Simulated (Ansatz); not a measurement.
A relaxation of the atoms of LaOF (P4mm, 6 atoms in the cell) with Ansatz (a first-principles code).

Computed with LDA (PW92), default PAW files made with PBE (plane waves; Ansatz).

The change in words: one atom moved by 0.15 angstrom; relax: default → atoms; relax.f_tol: default → 0.2 eV/Å. Reference geometry:
```
CELL_PARAMETERS angstrom
      4.08959     0.00000     0.00000
      0.00000     4.08959     0.00000
      0.00000     0.00000     5.84299
ATOMIC_POSITIONS crystal
  La 0.50000 0.00000 0.71571
  La 0.00000 0.50000 0.28429
  O  0.00000 0.00000 0.50000
  O  0.50000 0.50000 0.50000
  F  0.50000 0.50000 0.00000
  F  0.00000 0.00000 0.00000
```

Reference input (self-consistent single point, DFT, LDA (PW92), plane waves, default PAW files made with PBE): basis.ecutwfc = 420 eV; kpoints.mp_grid.grid = 6 6 4; hamiltonian.xc = lda; hamiltonian.pseudopotentials = {kind: paw} (the program's default PAW files); scf.occupations.method = fermi_dirac; scf.occupations.width = 0.05 eV. This run's input differs from it in these lines:

```diff
@@ -7,3 +7,3 @@
   atoms:
-    - { symbol: La, position: [0.50000000, 0.00000000, 0.71571000] }
+    - { symbol: La, position: [0.50000000, 0.00000000, 0.74138200] }
     - { symbol: La, position: [0.00000000, 0.50000000, 0.28429000] }
@@ -26,2 +26,4 @@
     width: 0.05
+relax:
+  f_tol: 0.2
 output:
```

Log, with long lists cut:

```
   [... SCF lines of the steps left out ...]
relax step   1: F+E_penalty+E_count = -14862.88066433 eV  Δ(F+E_penalty+E_count) = +0.000e0 eV  max|allowed force component| = 2.358e0 eV/Å  Δτ_max = 0.0000 Å  (6 SCF iters, dr2 threshold 1.00e-4 eV, accepted)
relax step   2: F+E_penalty+E_count = -14862.91122227 eV  Δ(F+E_penalty+E_count) = -3.056e-2 eV  max|allowed force component| = 1.928e0 eV/Å  Δτ_max = 0.1950 Å  (6 SCF iters, dr2 threshold 1.00e-4 eV, accepted)
relax step   3: F+E_penalty+E_count = -14863.07277266 eV  Δ(F+E_penalty+E_count) = -1.616e-1 eV  max|allowed force component| = 3.456e-1 eV/Å  Δτ_max = 0.0772 Å  (5 SCF iters, dr2 threshold 1.00e-4 eV, accepted)
relax step   4: F+E_penalty+E_count = -14863.07895770 eV  Δ(F+E_penalty+E_count) = -6.185e-3 eV  max|allowed force component| = 1.110e-2 eV/Å  Δτ_max = 0.0282 Å  (7 SCF iters, accepted)
the relaxation is at rest under the 8 symmetry operations that the run kept from its start: a minimum is not shown …
Free energy (F): -14863.078958 eV
Internal energy: -14863.078958 eV  (E = F + TS)
E sigma→0 (E₀):  -14863.078958 eV
Fermi energy:    9.750990 eV
--- Forces (eV/Å), atoms counted from 1 ---
  atom   1  La     0.00000000     0.00000000    -0.01110182
  atom   2  La    -0.00000000     0.00000000     0.00372411
  atom   3  O      0.00000000     0.00000000     0.00039640
  atom   4  O     -0.00000000     0.00000000     0.00039640
  atom   5  F      0.00000000     0.00000000     0.00329293
  atom   6  F     -0.00000000     0.00000000     0.00329293
--- Stress (GPa, compression-positive) ---
   [... lines left out ...]
    - { symbol: La, position: [-4.081438280392208e-34, 0.49999999999999994, 0.290323075607961] }
    - { symbol: O, position: [1.2872228422775422e-33, 0.0, 0.5042898947470841] }
    - { symbol: O, position: [0.49999999999999994, 0.49999999999999994, 0.5042898947470841] }
    - { symbol: F, position: [0.49999999999999994, 0.49999999999999994, 0.004152904409241784] }
    - { symbol: F, position: [-9.732660514781417e-34, 0.0, 0.004152904409241784] }
```

The run converged. 

Summary of the result:
| Item | Value |
|---|---|
| Free energy E − TS (on the zero of these files) | -14863.0790 eV |
| Top of the valence band (on the code's own zero) | 7.49 eV |
| Gap on the k-point mesh | 4.51 eV |
| Pressure | -7.30 GPa |
| Largest force (vector length) | 0.011 eV/Å |
| Relaxation steps | 4 |

The starting cell comes from a database of computed structures (which also holds hypothetical and non-ambient phases and stackings), without a prior relaxation at this level. Its lattice was rescaled by up to half a per cent. For this run, on top of that: one atom moved by 0.15 angstrom. The relaxation keeps the symmetry of its start, so its end need not be a minimum. Ansatz's pressure includes its estimate of the finite-basis (Pulay) stress. Without the estimate this run gives -7.97 GPa.

Cost on one core of a shared machine: roughly 40 s.

Keys are those of Ansatz 0.2.
